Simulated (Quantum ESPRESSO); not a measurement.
**Several settings converged on KVF3 (P4mm, 5 atoms in the cell)**

```yaml
crystal:
  lattice:
    - [4.15001, 0.00000, 0.00000]
    - [0.00000, 4.15001, 0.00000]
    - [0.00000, 0.00000, 4.15001]
  atoms:
    - { symbol: K, position: [0.00000, 0.00000, 0.01205] }
    - { symbol: V, position: [0.50000, 0.50000, 0.50000], spin: 2.0 }
    - { symbol: F, position: [0.00000, 0.50000, 0.50000] }
    - { symbol: F, position: [0.50000, 0.00000, 0.50000] }
    - { symbol: F, position: [0.50000, 0.50000, 0.00000] }
```
(The spins are starting values, not results.)

Base method: LDA (PZ), GBRV 1.5 ultrasoft (LDA) pseudopotentials (plane waves; Quantum ESPRESSO).

Base settings: ecutwfc = 50 Ry; ecutrho = 400 Ry; occupations = smearing; smearing = fermi-dirac; degauss = 0.000734986 Ry; nspin = 2; potentials = {K: k_lda_v1.4.uspp.F.UPF, V: v_lda_v1.4.uspp.F.UPF, F: f_lda_v1.4.uspp.F.UPF}; K_POINTS = automatic 3 3 3 0 0 0; conv_thr = 1e-09 Ry; mixing_beta = 0.3.

The count of work is k-points × plane waves × bands × iterations; it is no time. Core times come from one kind of shared machine, to one figure; runs under 30 s give none.

**The k-point mesh**

The second cell is the first with its lattice scaled by 0.98.

Only quantities that move along the ladder and can be compared are tabulated.

| K_POINTS | free energy less the last step's (meV/atom) | energy of the compressed cell less the first (meV/atom) | pressure (GPa) | gap on the mesh (eV) | count of work / last | core time / last (rough) |
|---|---|---|---|---|---|---|
| automatic 2 2 2 0 0 0 | 27.80 | -21.07 | -6.14 | 0.238 | 0.033 | 0.2 |
| automatic 3 3 3 0 0 0 | 1.30 | -25.17 | -6.84 | 0.504 | 0.031 | 0.1 |
| automatic 4 4 4 0 0 0 | 0.14 | -25.30 | -6.86 | 0.241 | 0.085 | 0.1 |
| automatic 5 5 5 0 0 0 | 0.01 | -25.32 | -6.87 | 0.341 | 0.092 | 0.2 |
| automatic 7 7 7 0 0 0 | 0.00 | -25.32 | -6.87 | 0.293 | 0.20 | 0.5 |
| automatic 9 9 9 0 0 0 | 0.00 | -25.32 | -6.87 | 0.273 | 0.38 | 0.7 |
| automatic 11 11 11 0 0 0 | 0.00 | -25.32 | -6.87 | 0.262 | 0.64 | 1 |
| automatic 13 13 13 0 0 0 | 0.00 | -25.32 | -6.87 | 0.256 | 1.0 | 1 |

Coarsest K_POINTS that holds the pressure within 0.2 GPa of the last step, with all finer ones: automatic 3 3 3 0 0 0, at 0.031 of the last step's count of work and about 0.1 of the last step's time; the step before is off by 0.73 GPa.

Coarsest K_POINTS that holds the energy of the compressed cell less the first within 2 meV/atom of the last step, with all finer ones: automatic 3 3 3 0 0 0, at 0.031 of the last step's count of work and about 0.1 of the last step's time; the step before is off by 4.3 meV/atom.

The energy difference between the two cells stays within 1 meV/atom of the last step's from automatic 3 3 3 0 0 0 on, the total only from automatic 4 4 4 0 0 0 on: much of the error is common to both cells and cancels.

The gap on the mesh jumps up and down from mesh to mesh; it is no smooth measure of convergence.

**The number of bands**

The mesh stays at the base's, so the ladder's end is converged at best in this setting alone.

Only quantities that move along the ladder and can be compared are tabulated; the gap is left out on so coarse a mesh.

The magnetic state is not the same in all runs (site moments differ, or a search went on to a lower state), so steps between rows are not convergence errors alone.

| nbnd | free energy less the last step's (meV/atom) | pressure (GPa) | net moment (μB/atom) |
|---|---|---|---|
| 22 | 216.03 | -9.30 | 0.200 |
| 23 | 0.00 | -6.84 | 0.600 |
| 24 | 0.00 | -6.84 | 0.600 |
| 25 | 0.00 | -6.84 | 0.600 |
| 26 | 0.00 | -6.84 | 0.600 |
| 32 | 0.00 | -6.84 | 0.600 |
| 54 | 0.00 | -6.84 | 0.600 |

Coarsest nbnd that holds the pressure within 0.2 GPa of the last step, with all finer ones: 23; the step before is off by 2.5 GPa.

Coarsest nbnd that holds the free energy within 1 meV/atom of the last step, with all finer ones: 23; the step before is off by 220 meV/atom.

Coarsest nbnd that holds the net moment within 0.02 μB/atom of the last step, with all finer ones: 23; the step before is off by 0.40 μB/atom.

**Shifted k-point meshes**

Only quantities that move along the ladder and can be compared are tabulated.

```tsv
K_POINTS	free energy less the last step's (meV/atom)	pressure (GPa)	count of work / last	core time / last (rough)
automatic 2 2 2 1 1 1	-25.35	-7.51	0.012	0.2
automatic 4 4 4 1 1 1	-0.14	-6.87	0.086	0.2
automatic 6 6 6 1 1 1	0.00	-6.87	0.24	0.4
automatic 8 8 8 1 1 1	0.00	-6.87	0.53	0.4
automatic 10 10 10 1 1 1	0.00	-6.87	1.0	1
```

Coarsest K_POINTS that holds the free energy within 0.5 meV/atom of the last step, with all finer ones: automatic 4 4 4 1 1 1, at 0.086 of the last step's count of work and about 0.2 of the last step's time; the step before is off by 25 meV/atom.

Coarsest K_POINTS that holds the pressure within 0.2 GPa of the last step, with all finer ones: automatic 4 4 4 1 1 1, at 0.086 of the last step's count of work and about 0.2 of the last step's time; the step before is off by 0.64 GPa.

On the base run: the starting cell comes from a database of computed structures (which also holds hypothetical and non-ambient phases and stackings), without a prior relaxation at this level. Its lattice was rescaled by up to half a per cent. One atom was moved a little off its site on purpose. With one magnetic atom in the cell only a parallel order is possible. In the base run, with a pressure of about -7 GPa the cell is away from its equilibrium volume at this level. Another mesh or the band path of this cell gives a smaller gap, so this value is not converged in the mesh.
